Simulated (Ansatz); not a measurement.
Base system: InP in the zinc blende structure (space group F-43m, No. 216).

```
CELL_PARAMETERS angstrom
      0.00000     2.97976     2.97976
      2.97976     0.00000     2.97976
      2.97976     2.97976     0.00000
ATOMIC_POSITIONS crystal
  In 0.00000 0.00000 0.00000
  P  0.25000 0.25000 0.25000
```

Method: PBE (Ansatz, a quantum-chemistry and plane-wave program, PAW, no SOC).

One change was made to it. Results:

The valley order (the lowest conduction-band minima on the path, energy above the VBM, named in the base's zone) changes from Γ 0.44 eV; L along ⟨111⟩ 1.38 eV; X along ⟨100⟩ 1.85 eV to Γ 0.80 eV; L along ⟨111⟩ 1.54 eV; X along ⟨100⟩ 1.74 eV; the hole mass (degenerate bands, along [100]) becomes 0.062, 0.43, 0.43 mₑ (at Γ) (base: 0.037, 0.46, 0.46 mₑ (at Γ)); the electron mass changes from 0.037 mₑ (at Γ) to 0.062 mₑ (at Γ); the volume per atom falls by 1.665 Å³ to 24.79 Å³.

**Question.** What was done to the base?
(A) pressure 15 GPa
(B) pressure 4.5 GPa
(C) pressure 22.5 GPa
(D) pressure −1 GPa

**Answer.** B, pressure 4.5 GPa. For comparison, the valley order in the other runs: pressure −1 GPa gives Γ 0.35 eV; L along ⟨111⟩ 1.34 eV; X along ⟨100⟩ 1.88 eV; pressure 15 GPa gives Γ 1.36 eV; X along ⟨100⟩ 1.53 eV; L along ⟨111⟩ 1.78 eV; pressure 22.5 GPa gives X along ⟨100⟩ 1.41 eV; Γ 1.64 eV; L along ⟨111⟩ 1.90 eV.

The levels and masses belong to the bands next to the band gap. Load acts through the strain it causes; cell and atoms are relaxed under it. Masses are band curvatures over ±0.01 Å⁻¹ around the edge. No phonon test of stability was made. Measured, InP leaves this structure (for rock salt) near 9.8 GPa (temperature not stated; as listed in Datta, Sujoy, Jana, Debnarayan, arXiv (2020)).
